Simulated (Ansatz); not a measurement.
We consider KHCO₃ (P2₁/c, No. 14), described by r²SCAN (PAW; Ansatz, a quantum-chemistry and plane-wave program).

Settings: plane-wave cutoff 500 eV, 12×8×4 k mesh (along the axes of the cell as run), Fermi–Dirac smearing 0.05 eV, scalar-relativistic PAW data made under PBE.

Cell (relaxed at this level):

```
CELL_PARAMETERS angstrom
      3.67335     0.00000    -0.01142
      0.00000     5.62137     0.00000
     -3.64855     0.00000    14.65632
ATOMIC_POSITIONS crystal
  K  0.03973 0.03509 0.16606
  K  0.96027 0.53509 0.33394
  K  0.96027 0.96491 0.83394
  K  0.03973 0.46491 0.66606
  H  0.48322 0.69267 0.01492
  H  0.51678 0.19267 0.48508
  H  0.51678 0.30733 0.98508
  H  0.48322 0.80733 0.51492
  C  0.38459 0.52428 0.11927
  C  0.61541 0.02428 0.38073
  C  0.61541 0.47572 0.88073
  C  0.38459 0.97572 0.61927
  O  0.29061 0.54499 0.19312
  O  0.70939 0.04499 0.30688
  O  0.70939 0.45501 0.80688
  O  0.29061 0.95501 0.69312
  O  0.44178 0.32959 0.08268
  O  0.55822 0.82959 0.41732
  O  0.55822 0.67041 0.91732
  O  0.44178 0.17041 0.58268
  O  0.42844 0.72928 0.07598
  O  0.57156 0.22928 0.42402
  O  0.57156 0.27072 0.92402
  O  0.42844 0.77072 0.57598
```

Task: What does this level give for the band gap?

Result: 
* **band gap**: 5.80 eV (on the SCF k mesh)

Note: the cell comes from a level without a dispersion term, which matters for the spacing of layers, chains or molecules; the relaxation could not lower the start's symmetry, so the cell can be a saddle point above a distorted one.

Static lattice: no zero-point or thermal effects.
